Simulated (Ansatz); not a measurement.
Si$_{15}$As at 1670 K

System: composition Si15As, cell Si60As4, held well above this temperature first, at a temperature that wasn't checked against the liquidus, so perhaps supercooled [in the run: it was liquid; mean temperature 1681 K (target 1670 K); density 2.68 g/cm³].

All values below come from PBE (plane waves, PAW; Ansatz, a first-principles code).

- number of atoms: 64
- time step: 2.0 fs; target pressure 0 GPa
- sampled time: 7.3 ps (NVE); in preparation the cell's shape was held
- plane-wave cutoff: 420 eV
- k-points: one point, (1/4, 1/4, 1/4)
- Fermi-Dirac width: 0.144 eV
- spin: not polarised; no spin-orbit coupling

```yaml
mean_temperature: 1681 ± 6 K
mean_pressure: 0.16 ± 0.14 GPa
volume_per_atom: 19.2 Å³
density: 2.68 g/cm³
first peak of g(As-Si): 2.51 Å, height 1.7
first minimum of g(As-Si): near 3.3 Å
first peak of g(Si-Si): 2.45 Å, height 2.4
first minimum of g(Si-Si): near 3.3 Å
coordination of Si (bonds up to As-Si 3.26, Si-Si 3.30 Å): 7.2 (7-fold 30 %, 8-fold 25 %, 6-fold 21 %)
Si-Si-Si angle: mean 98°, spread 33°, most frequent near 52°
As-Si-Si angle: mean 100°, spread 32°, most frequent near 88°
Si-As-Si angle: mean 99°, spread 33°, most frequent near 88°
state: all species diffuse (liquid)
diffusion coefficient of Si (no finite-size correction): 21 × 10⁻⁵ cm²/s (± 3)
mean vibrational (phonon) frequency: 5.1 THz
```

Preparation at the same level, by Langevin dynamics: ease 0.15 ps at 1420 K; melt 0.80 ps at 2839 K, volume free at 4 GPa; cool 0.29 ps from 2839 to 1920 K (3100 K/ps); cool 0.74 ps from 1920 to 1670 K (340 K/ps), volume free; settle 1.87 ps at 1670 K, volume free; hold 0.43 ps at 1670 K. The solute's share, one atom in sixteen, is far above doping levels in devices. Atoms moved only 3.6 Å² (mean square) in the hot stage, so mixing may be incomplete. On the run's last frame a denser k-mesh moved the forces by 0.100 eV/Å rms, the static pressure by 0.06 GPa and the free energy by 3 meV/atom, which is about how far such values are converged. Warnings of the run: stress scf threshold loose, symmetry auto disabled.

Averages come from a short run of a small periodic cell.
